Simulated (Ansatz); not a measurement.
## What pressure 7.5 GPa does to hypothetical simple cubic Ru

Consider Ru in the simple cubic structure (space group Pm-3m, No. 221; a = 2.511 Å; a hypothetical phase, not in the database extracts checked).

Perturbation: a hydrostatic pressure of 7.5 GPa.

The values are results of Ansatz (a program for electronic structure), PBE, PAW, cutoff 420 eV, no spin-orbit coupling, not measurements. Γ-centred 18×18×18 mesh, Fermi–Dirac width 0.05 eV.

The volume per atom decreases by 0.49 Å³, from 15.84 Å³ to 15.35 Å³ and the density goes up by 0.34 g/cm³, from 10.60 g/cm³ to 10.94 g/cm³. The lattice parameter a decreases by 0.026 Å, from 2.511 Å to 2.485 Å and the shortest interatomic distance falls by 0.026 Å to 2.485 Å. The band gap remains zero.

Load acts through the strain it causes; cell and atoms are relaxed under it. Stability against distortions was not tested. No other phases were tried under pressure. The final runs are not spin-polarised. Ru has a high density of states at the Fermi level and may be magnetic at this level.
